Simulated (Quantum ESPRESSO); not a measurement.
# Convergence series on Na5NiSO2 (P4/mmm, 9 atoms in the cell)

```yaml
crystal:
  lattice:
    - [4.67124, 0.00000, 0.00000]
    - [0.00000, 4.67124, 0.00000]
    - [0.00000, 0.00000, 8.34230]
  atoms:
    - { symbol: Na, position: [0.00000, 0.50000, 0.25910] }
    - { symbol: Na, position: [0.00000, 0.50000, 0.74090] }
    - { symbol: Na, position: [0.50000, 0.00000, 0.25910] }
    - { symbol: Na, position: [0.50000, 0.00000, 0.74090] }
    - { symbol: Na, position: [0.00000, 0.00000, 0.50000] }
    - { symbol: Ni, position: [0.00000, 0.00000, 0.00000], spin: 2.0 }
    - { symbol: S, position: [0.50000, 0.50000, 0.50000] }
    - { symbol: O, position: [0.00000, 0.00000, 0.78034] }
    - { symbol: O, position: [0.00000, 0.00000, 0.21966] }
```
(The spins are starting values, not results.)

Method of the run: LDA (PZ)+U, GBRV 1.5 ultrasoft (LDA) pseudopotentials (plane waves; Quantum ESPRESSO).

The starting cell comes from a database of computed structures (which also holds hypothetical and non-ambient phases and stackings), without a prior relaxation at this level. Its lattice was rescaled by a random factor within 2.5 % of one. With one magnetic atom in the cell only a parallel order is possible. With U or open f shells several self-consistent states can exist. In the base run, with a pressure of about -6 GPa the cell is away from its equilibrium volume at this level. In the base run, forces exceed 1 eV/Å. Without a gap this mesh is coarse (it stands for a supercell whose shortest vector is 17 Å).

Held fixed: ecutwfc = 50 Ry; ecutrho = 400 Ry; occupations = smearing; smearing = fd; degauss = 0.0036749 Ry; nspin = 2; K_POINTS = automatic 4 4 2 0 0 0; HUBBARD = atomic; U Ni-3d 6.2 eV; mixing_beta = 0.3.

ΔF is the free energy per atom less that of the last row (7.3e-14 Ry).

The series runs over conv_thr = 0.0073 Ry; 0.00073 Ry; 7.3e-05 Ry; 7.3e-06 Ry; 7.3e-07 Ry; 7.3e-08 Ry; 7.3e-10 Ry; 1e-10 Ry; 7.3e-12 Ry; 7.3e-14 Ry.

Question: From which setting on does the largest force stay within 0.02 eV/Å of the last one?

Answer: From conv_thr = 7.3e-06 Ry on; the one before it is off by 0.024 eV/Å. The value it settles on is 1.013 eV/Å at this level of theory and with the other settings as held.

```json
[
 {"conv_thr": "0.0073 Ry", "ΔF (meV/atom)": "1.66", "pressure (GPa)": "-13.11", "largest force (eV/Å)": "1.132", "size of the net moment (μB/atom)": "0.11", "iterations": "8"},
 {"conv_thr": "0.00073 Ry", "ΔF (meV/atom)": "0.38", "pressure (GPa)": "-4.32", "largest force (eV/Å)": "1.039", "size of the net moment (μB/atom)": "0.11", "iterations": "9"},
 {"conv_thr": "7.3e-05 Ry", "ΔF (meV/atom)": "0.03", "pressure (GPa)": "-6.57", "largest force (eV/Å)": "1.037", "size of the net moment (μB/atom)": "0.11", "iterations": "11"},
 {"conv_thr": "7.3e-06 Ry", "ΔF (meV/atom)": "0.00", "pressure (GPa)": "-5.67", "largest force (eV/Å)": "1.018", "size of the net moment (μB/atom)": "0.11", "iterations": "12"},
 {"conv_thr": "7.3e-07 Ry", "ΔF (meV/atom)": "0.00", "pressure (GPa)": "-5.70", "largest force (eV/Å)": "1.013", "size of the net moment (μB/atom)": "0.11", "iterations": "14"},
 {"conv_thr": "7.3e-08 Ry", "ΔF (meV/atom)": "0.00", "pressure (GPa)": "-5.68", "largest force (eV/Å)": "1.013", "size of the net moment (μB/atom)": "0.11", "iterations": "16"},
 {"conv_thr": "7.3e-10 Ry", "ΔF (meV/atom)": "0.00", "pressure (GPa)": "-5.69", "largest force (eV/Å)": "1.013", "size of the net moment (μB/atom)": "0.11", "iterations": "18"},
 {"conv_thr": "1e-10 Ry", "ΔF (meV/atom)": "0.00", "pressure (GPa)": "-5.69", "largest force (eV/Å)": "1.013", "size of the net moment (μB/atom)": "0.11", "iterations": "20"},
 {"conv_thr": "7.3e-12 Ry", "ΔF (meV/atom)": "0.00", "pressure (GPa)": "-5.69", "largest force (eV/Å)": "1.013", "size of the net moment (μB/atom)": "0.11", "iterations": "22"},
 {"conv_thr": "7.3e-14 Ry", "ΔF (meV/atom)": "0.00", "pressure (GPa)": "-5.69", "largest force (eV/Å)": "1.013", "size of the net moment (μB/atom)": "0.11", "iterations": "26"}
]
```
